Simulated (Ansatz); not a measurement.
# ZnSiP2, pressure series

The reference is ZnSiP₂ in the chalcopyrite structure (space group I-42d, No. 122; a = 5.419 Å, c = 10.539 Å).

Cell and atoms are relaxed at each pressure.

Calculations: plane-wave PAW DFT at the PBE level (Ansatz, an electronic-structure program, 420 eV), spin-orbit coupling left out.

Candidates:
(a) pressure 30 GPa
(b) pressure 1.8 GPa
(c) pressure −2 GPa
(d) pressure 4.2 GPa
(e) pressure −1 GPa

Base values:

* **Band gap**: 1.36 eV

Problem. Order them by band gap, lowest first.

Solution. (a) pressure 30 GPa (0.76 eV), (d) pressure 4.2 GPa (1.25 eV), (b) pressure 1.8 GPa (1.31 eV), (e) pressure −1 GPa (1.38 eV), (c) pressure −2 GPa (1.41 eV)

Load acts through the strain it causes; cell and atoms are relaxed under it. Stability against distortions was not tested. No other phases were tried under pressure.
